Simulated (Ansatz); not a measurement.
A (16,0) carbon nanotube, relaxed period 4.273 Å, atoms relaxed at each strain.

| strain | energy (meV a period) | axial force (nN) |
|---|---|---|
| -0.015 | +412.8 | -20.83 |
| +0.015 | +394.9 | +19.52 |

Level of theory: PBE (plane waves to 420 eV, PAW; Ansatz, a first-principles code). Mesh 1×1×18. No spin polarisation. One-dimensional cell, images about 11 Å apart. An idealised model, rolled from the flat sheet. It keeps the symmetry and period of its start, so it need not be a minimum against all distortions. Buckling under compression is shut out by symmetry and the short period. Energies are free energies at a Fermi–Dirac width of 0.05 eV, from the unstrained cell.

Mean diameter 12.60 Å.

Question: Work out the axial stiffness dF/dε in two ways, and what it means for a modulus.

Answer: From the forces: (+19.52 − (-20.83))/0.030 = 1345 nN. From the energies: (E₊ + E₋)/(ε² c) = 0.8077 eV/(0.015² × 4.273 Å) = 840.1 eV/Å = 1346 nN. The two agree to within 1 %. Spread over the circumference π × 12.60 Å, the force value is a sheet stiffness of 340 N/m.
